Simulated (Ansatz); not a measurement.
# Zr, response to strain

The parent structure is Zr in the hcp (Mg type) structure (space group P6_3/mmc, No. 194; a = 3.230 Å, c = 5.179 Å; relaxed with 0.1 eV smearing).

Strains are applied to the cell and any free atomic positions relax.

Calculations: PBE/PAW in Ansatz (a program for electronic structure), scalar-relativistic without spin-orbit coupling.

Notes on the quantities. pressure: mean of the normal stresses, compression positive.

```json
[
 {"isotropic strain (%)": "-3", "pressure (GPa)": "9.9"},
 {"isotropic strain (%)": "-2", "pressure (GPa)": "?"},
 {"isotropic strain (%)": "-1.5", "pressure (GPa)": "4.6"},
 {"isotropic strain (%)": "-1", "pressure (GPa)": "3.0"},
 {"isotropic strain (%)": "-0.5", "pressure (GPa)": "1.4"},
 {"isotropic strain (%)": "0", "pressure (GPa)": "0.0"},
 {"isotropic strain (%)": "1", "pressure (GPa)": "-2.7"},
 {"isotropic strain (%)": "1.5", "pressure (GPa)": "-3.9"},
 {"isotropic strain (%)": "2", "pressure (GPa)": "-5.0"}
]
```

Task: Fit P = P₀ − Bδ + Cδ² with δ = (1 + ε)³ − 1 to the rows shown and predict the withheld row.

Result: Least squares on the printed values gives P₀ = 0.0 GPa, B = 94.7 GPa (at held cell shape), C = 217 GPa (largest residual 0.0 GPa); this predicts 6.3 GPa, and the run gives 6.2 GPa, in agreement.

No phonon test of stability was made. All final runs are without spin polarisation.
